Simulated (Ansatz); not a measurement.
**What biaxial strain −1.02 %, plane normal [001], relaxed out of plane does to TiN**

Start from TiN in the rock salt structure (space group Fm-3m, No. 225; a = 4.2040 Å). Axes: x, y, z lie along the cube axes.

The change: compressive biaxial strain of 1.02 % in the plane normal to [001], as in epitaxy on a mismatched substrate; the out-of-plane cell vector and the atoms relax.

Level of theory: Ansatz (a first-principles code) PBEsol, scalar-relativistic without spin-orbit coupling. k-mesh 19×19×19 (Γ-centred); smearing 0.05 eV (Fermi–Dirac).

- Volume per atom: 9.14 Å³ (base 9.29 Å³)
- Shortest interatomic distance: 2.081 Å (base 2.102 Å)
- Energy relative to the base (free energy F): +4.5 meV/atom
- Pressure (mean of the normal stresses, compression positive): 5.2 GPa (base 0.0 GPa)
- Band gap: zero (base zero)
- Out-of-plane strain: +0.44 % (rough)
- Mean in-plane stress (compression positive): +7.8 GPa (rough)

Cost of the whole job for the changed cell (relaxation, final SCF and bands): around 30 core-seconds (rough).

Without a gap, meshes like the base's 19×19×19 leave anisotropic stresses uncertain by several tenths of a GPa, and small strain energies with them. No phonon test of stability was made. All final runs are without spin polarisation. An odd electron count without spin: TiN.
